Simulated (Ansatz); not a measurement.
The reference is ZnGeP$_{2}$ in the chalcopyrite structure (space group I-42d, No. 122; a = 5.424 Å, c = 10.709 Å).

The values are results of Ansatz (a quantum-chemistry and plane-wave program) PBEsol, scalar-relativistic without spin-orbit coupling, not measurements.

Before the change:

```
Quantity               Value
-------------------  -------
Lattice parameter a  5.424 Å
```

Perturbation: every Ge is replaced by Hg; the structure is relaxed again.

Question: What happens to the lattice parameter a?

Answer: The lattice parameter a falls by 0.097 Å (5.424 Å → 5.327 Å).

Stability against distortions was not tested. As relaxed here, ZnHgP2 is a hypothetical phase, not in the database extracts checked. The final runs are not spin-polarised.
